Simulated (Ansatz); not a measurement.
Input and output of a self-consistent single point for SnTe (I4mm, 2 atoms in the cell) (Ansatz, an electronic-structure program).

Method of the run: PBEsol, default PAW files made with PBE (plane waves; Ansatz).

```xyz
2
Lattice="0.0000 3.1442 3.1442 3.1442 0.0000 3.1442 3.1442 3.1442 0.0000" Properties=species:S:1:pos:R:3 pbc="T T T"
Sn     0.0000     0.0000     0.0500
Te     3.1442     3.1442     3.1442
```

Reference input (self-consistent single point, DFT, PBEsol, plane waves, default PAW files made with PBE): basis.ecutwfc = 420 eV; kpoints.mp_grid.grid = 7 7 7; hamiltonian.xc = pbesol; hamiltonian.pseudopotentials = {kind: paw} (the program's default PAW files); scf.occupations.method = fermi_dirac; scf.occupations.width = 0.01 eV. This run's input differs from it in these lines:

Ansatz 0.2 input:
```diff
@@ -11,3 +11,3 @@
 kpoints:
-  mp_grid: { grid: [7, 7, 7] }
+  mp_grid: { grid: [9, 9, 9] }
 hamiltonian:
```

Log, with long lists cut:

```
SCF iter   1: F=—  HF=-12851.853944 eV  |F-HF|=—  |Δ(HF+E_count)|=         —  Δρ=2.28e-3  dr2=2.59e-3  ethr=1.77e-3  ⟨swp⟩=6.6  Hψ=7735  notcnv=0
all-band conjugate gradients solve this SCF's bands
preconditioner: auto → none
SCF iter   2: F=—  HF=-12851.850974 eV  |F-HF|=—  |Δ(HF+E_count)|=   2.97e-3  Δρ=8.37e-4  dr2=3.63e-4  ethr=8.63e-6  ⟨swp⟩=2.5  Hψ=3117  notcnv=0
SCF iter   3: F=—  HF=-12851.850955 eV  |F-HF|=—  |Δ(HF+E_count)|=   1.85e-5  Δρ=1.91e-4  dr2=2.33e-5  ethr=1.21e-6  ⟨swp⟩=2.0  Hψ=2850  notcnv=0
SCF iter   4: F=—  HF=-12851.850950 eV  |F-HF|=—  |Δ(HF+E_count)|=   5.56e-6  Δρ=1.02e-4  dr2=8.58e-6  ethr=7.76e-8  ⟨swp⟩=2.0  Hψ=2550  notcnv=0
SCF iter   5: F=—  HF=-12851.850947 eV  |F-HF|=—  |Δ(HF+E_count)|=   2.56e-6  Δρ=3.07e-5  dr2=5.70e-7  ethr=2.86e-8  ⟨swp⟩=2.0  Hψ=2170  notcnv=0
SCF iter   6: F=-12851.850947 eV  HF=-12851.850947 eV  |F-HF|=4.29e-9  |Δ(HF+E_count)|=   3.65e-7  Δρ=5.64e-6  dr2=1.36e-8  ethr=3.33e-10  ⟨swp⟩=6.3  Hψ=6961  notcnv=0
SCF 1 converged in 6 iterations: F = -12851.850947 eV  dr2 = 1.36e-8
Free energy (F): -12851.850947 eV
Internal energy: -12851.850947 eV  (E = F + TS)
E sigma→0 (E₀):  -12851.850947 eV
Fermi energy:    9.671181 eV
--- Forces (eV/Å), atoms counted from 1 ---
  atom   1  Sn     0.00000000     0.00000000    -0.01121746
  atom   2  Te     0.00000000     0.00000000     0.01121716
--- Stress (GPa, compression-positive) ---
       -0.005174       0.000000       0.000000
        0.000000      -0.005174      -0.000000
        0.000000       0.000000       0.065253
  P = ⅓ Tr σ = 0.0183 GPa (0.183 kbar)
  The stress holds the Pulay correction. Without it, at fixed plane waves, as pw.x and ABINIT print it: P = -0.0121 GPa
```

The run converged in 6 iterations. Against the reference run the free energy rises by 1.9 meV/atom, the pressure moves little (-0.06 to 0.02 GPa), the largest force moves little (0.008 to 0.011 eV/Å) and the gap on the mesh goes from 0.677 to 0.540 eV.

The starting cell has typed, rounded lattice constants, without a prior relaxation at this level. Its lattice was rescaled by up to half a per cent. One atom was moved a little off its site on purpose. Spin-orbit coupling is off. Ansatz's pressure includes its estimate of the finite-basis (Pulay) stress. Another mesh or the band path of this cell gives a smaller gap, so this value is not converged in the mesh.
